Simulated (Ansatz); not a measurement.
The structure below was relaxed with Kohn–Sham DFT with the PBEsol functional, run in Ansatz (a program for electronic structure) with PAW and 420 eV plane waves, no SOC, earlier PAW set, at pressure 1.8 GPa.

```
GaN
1.0
    3.17283     0.00000     0.00000
   -1.58642     2.74775     0.00000
    0.00000     0.00000     5.16973
Ga N
2 2
Direct
  0.66667   0.33333   0.00088
  0.33333   0.66667   0.50088
  0.66667   0.33333   0.62432
  0.33333   0.66667   0.12432
```

### Question
Find the space group and the Wyckoff positions.

### Answer
Space group P6₃mc (No. 186); a = 3.173 Å, b = 3.173 Å, c = 5.170 Å, α = 90.00°, β = 90.00°, γ = 120.00°

```tsv
atom	site	symmetry	x	y	z
Ga	2b	3m.	0.6667	0.3333	0.0009
N	2b	3m.	0.3333	0.6667	0.1243
```

### Question
Describe the coordination.

### Answer
The crystal has 4 atoms in its conventional cell. Lattice parameters: a = b = 3.1728 Å, c = 5.1697 Å, α = β = 90.00°, γ = 120.00°. Ga has 4 N at 1.940–1.947 Å (tetrahedral). N sees 4 Ga at 1.940–1.947 Å (tetrahedral). (Neighbours: up to the widest gap in distance over summed covalent radii, below 1.35, at either atom; cation-cation and far metal-metal contacts left out.)

Load acts through the strain it causes; cell and atoms are relaxed under it. Stability against distortions was not tested. The cell was made from GaN in the wurtzite structure (space group P6_3mc, No. 186) by this change: pressure 1.8 GPa.
